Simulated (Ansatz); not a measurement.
CdS (model structure, started from the BN type, Pm-3n, No. 223, 12 atoms in the cell), treated with r²SCAN+rVV10 (plane waves, PAW; Ansatz, an electronic-structure program).

Run with plane-wave cutoff 560 eV, 6×6×6 k mesh, Fermi–Dirac smearing 0.01 eV, scalar-relativistic PAW data made under PBE.

Cell (relaxed at this level):

```yaml
crystal:
  lattice:
    - [7.20045, 0.00000, 0.00000]
    - [0.00000, 7.20045, 0.00000]
    - [0.00000, 0.00000, 7.20045]
  atoms:
    - { symbol: Cd, position: [0.25000, 0.00000, 0.50000] }
    - { symbol: Cd, position: [0.50000, 0.25000, 0.00000] }
    - { symbol: Cd, position: [0.50000, 0.75000, 0.00000] }
    - { symbol: Cd, position: [0.75000, 0.00000, 0.50000] }
    - { symbol: Cd, position: [0.00000, 0.50000, 0.75000] }
    - { symbol: Cd, position: [0.00000, 0.50000, 0.25000] }
    - { symbol: S, position: [0.25000, 0.50000, 0.00000] }
    - { symbol: S, position: [0.00000, 0.25000, 0.50000] }
    - { symbol: S, position: [0.00000, 0.75000, 0.50000] }
    - { symbol: S, position: [0.75000, 0.50000, 0.00000] }
    - { symbol: S, position: [0.50000, 0.00000, 0.75000] }
    - { symbol: S, position: [0.50000, 0.00000, 0.25000] }
```

Problem. Give the computed band gap.

Solution. 
- band gap: 1.69 eV

Note: the relaxation could raise the start's symmetry but not lower it, so the cell can be a saddle point.

Spin–orbit coupling is not included.

Static lattice: no zero-point or thermal effects.

Cost on a shared machine: roughly 70 core-seconds.

A model structure was made by putting elements into a prototype or built by hand; it is no filed structure, need not be a known phase, and can be a saddle point held by its symmetry.
